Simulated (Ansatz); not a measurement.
**MgB2 under a change: biaxial strain −2.00 %, plane normal [001], relaxed out of plane**

Consider MgB2 (space group P6/mmm, No. 191; a = 3.0640 Å, c = 3.4977 Å; relaxed with 0.1 eV smearing). Axes: x lies along a and z along c of the hexagonal cell.

It is then changed as follows: biaxial strain −2.00 %, plane normal [001], relaxed out of plane (Cartesian); in-plane vectors clamped, the third vector and the atoms free.

Method: PBEsol/PAW in Ansatz (an electronic-structure program), no spin-orbit coupling. Γ-centred 22×22×17 mesh, Fermi–Dirac width 0.1 eV.

The volume per atom decreases by 0.33 Å³, from 9.48 Å³ to 9.15 Å³ and the space group remains P6/mmm (No. 191). The shortest interatomic distance falls by 0.035 Å to 1.734 Å and the band gap remains zero. The out-of-plane strain amounts to +0.50 % and the mean in-plane stress (compression positive) is +10.6 GPa.

Final structure (turned so that z lies along the plane normal):

```
MgB2
1.0
    3.00274     0.00000     0.00000
    1.50137     2.60045     0.00000
    0.00000     0.00000     3.51522
Mg B
1 2
Direct
  0.00000   0.00000   0.00000
  0.66667   0.66667   0.50000
  0.33333   0.33333   0.50000
```

Stability against distortions was not tested. All final runs are without spin polarisation.
